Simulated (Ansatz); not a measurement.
Base system: Cu$_{3}$N (space group Pm-3m, No. 221; a = 3.8269 Å). Axes: x, y, z lie along the cube axes.

Method: PBE (Ansatz, an electronic-structure program), spin-orbit coupling left out.

Strains are applied to the cell and any free atomic positions relax; under biaxial strain the out-of-plane vector relaxes too.

One change was made to it. Results:

The electron mass is 2.1 mₑ out of plane, 0.16 mₑ in plane (at M); the pressure (mean of the normal stresses, compression positive) goes from zero to -2.88 GPa; the energy goes up by 7.1 meV/atom.

Q: Name the change that was made.
(A) biaxial strain +2.40 %, plane normal [001], relaxed out of plane
(B) biaxial strain +3.00 %, plane normal [001], relaxed out of plane
(C) biaxial strain +1.80 %, plane normal [001], relaxed out of plane
(D) biaxial strain +0.60 %, plane normal [001], relaxed out of plane
(E) biaxial strain +1.20 %, plane normal [001], relaxed out of plane

A: C, biaxial strain +1.80 %, plane normal [001], relaxed out of plane. For comparison, the electron mass in the other runs: biaxial strain +1.20 %, plane normal [001], relaxed out of plane gives 2.2 mₑ out of plane, 0.16 mₑ in plane (at M); biaxial strain +0.60 %, plane normal [001], relaxed out of plane gives 2.3 mₑ out of plane, 0.15 mₑ in plane (at M); biaxial strain +3.00 %, plane normal [001], relaxed out of plane gives 2.0 mₑ out of plane, 0.17 mₑ in plane (at M); biaxial strain +2.40 %, plane normal [001], relaxed out of plane gives 2.1 mₑ out of plane, 0.17 mₑ in plane (at M).

The levels and masses belong to the bands next to the band gap. Effective masses come from finite differences of ±0.01 Å⁻¹. Stability against distortions was not tested. All final runs are without spin polarisation.
